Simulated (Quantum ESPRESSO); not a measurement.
Cost against accuracy: conv_thr for LaHfF₇ (P2_1, 18 atoms in the cell)

Cell: a = 6.3171 Å, b = 5.8084 Å, c = 8.4824 Å, α = 90.00°, β = 102.03°, γ = 90.00°.

Method: PBEsol, GBRV 1.5 ultrasoft (PBESOL) pseudopotentials (plane waves; Quantum ESPRESSO).

Base settings: ecutwfc = 40 Ry; ecutrho = 320 Ry; occupations = smearing; smearing = fd; degauss = 0.00147 Ry; potentials = {La: la_pbesol_v1.uspp.F.UPF, Hf: hf_pbesol_v1.uspp.F.UPF, F: f_pbesol_v1.4.uspp.F.UPF}; K_POINTS = automatic 3 3 2 0 0 0; conv_thr = 1e-10 Ry; mixing_beta = 0.4.

Misses are taken against the tightest run, 7.3e-14 Ry, which need not be fully converged itself.

The count of work is k-points × plane waves × bands × iterations; it is no time, and leaves out set-up, grids and terms that scale otherwise. Core times come from one kind of shared machine and are given to one figure; runs under 30 s give none.

The starting cell comes from a database of computed structures (which also holds hypothetical and non-ambient phases and stackings), without a prior relaxation at this level. Spin-orbit coupling is off.

| conv_thr | pressure less reference (GPa) | largest difference in the force on any atom (eV/Å) | gap on the mesh less reference (eV) | count of work / reference | core time / reference (rough) |
|---|---|---|---|---|---|
| 0.0073 Ry | 5.23 | 0.101 | -0.053 | 0.21 | 0.4 |
| 0.00073 Ry | -0.87 | 0.029 | 0.002 | 0.32 | 0.6 |
| 7.3e-05 Ry | -0.87 | 0.029 | 0.002 | 0.32 | 0.6 |
| 7.3e-06 Ry | -0.16 | 0.006 | -0.003 | 0.47 | 0.7 |
| 7.3e-07 Ry | 0.01 | 0.001 | 0.000 | 0.58 | 0.9 |
| 7.3e-08 Ry | 0.01 | 0.001 | 0.000 | 0.58 | 0.8 |
| 7.3e-10 Ry | 0.00 | 0.000 | 0.000 | 0.79 | 1 |
| 1e-10 Ry | 0.00 | 0.000 | 0.000 | 0.79 | 0.8 |
| 7.3e-12 Ry | 0.00 | 0.000 | 0.000 | 0.84 | 1 |
| 7.3e-14 Ry | 0.00 | 0.000 | 0.000 | 1.0 | 1 |

Coarsest setting among those run that, with all tighter ones, holds the pressure within 1 GPa of the reference: 0.00073 Ry, off by 0.87 GPa; its saving against the reference is no more than about a factor of 2 in time.

Coarsest setting among those run that, with all tighter ones, holds the pressure within 0.5 GPa of the reference: 7.3e-06 Ry, off by 0.16 GPa; its saving against the reference is no more than about a factor of 2 in the count of work.

The step from 0.0073 Ry to 7.3e-10 Ry: it takes the miss in the pressure from 5.2 to 0.000 GPa, for 3.8 times the count of work and roughly 3 times the time.
